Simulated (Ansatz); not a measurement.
SnCl (P6₃mc, No. 186, 4 atoms in the cell; start mp-978928), treated with LDA (Ansatz, an electronic-structure program, plane waves, PAW).

Settings: plane-wave cutoff 520 eV, 18×18×6 k mesh (along the axes of the cell as run), Fermi–Dirac smearing 0.05 eV, scalar-relativistic PAW data made under PBE.

Cell (relaxed at this level):

```
SnCl
1.0
    3.34568     0.00000     0.00000
   -1.67284     2.89744     0.00000
    0.00000     0.00000     9.80490
Sn Cl
2 2
Direct
  0.33333   0.66667   0.31908
  0.66667   0.33333   0.81908
  0.33333   0.66667   0.05592
  0.66667   0.33333   0.55592
```

### Question
Estimate the bulk modulus B0 that the calculation returns.

### Answer

* **bulk modulus B0**: 44.3 GPa

The run finds no gap.

Note: the bulk modulus is −V dP/dV from two relaxed cells at ±2 % in volume; the relaxation could not lower the start's symmetry, so the cell can be a saddle point above a distorted one.

Spin–orbit coupling is not included; it can open a gap where bands touch, and shift volumes and moduli.

Computed values are for the static lattice.

The result took about 4 core-minutes (a rough figure).

A start named mp-… is a Materials Project structure, which need not be a measured phase.
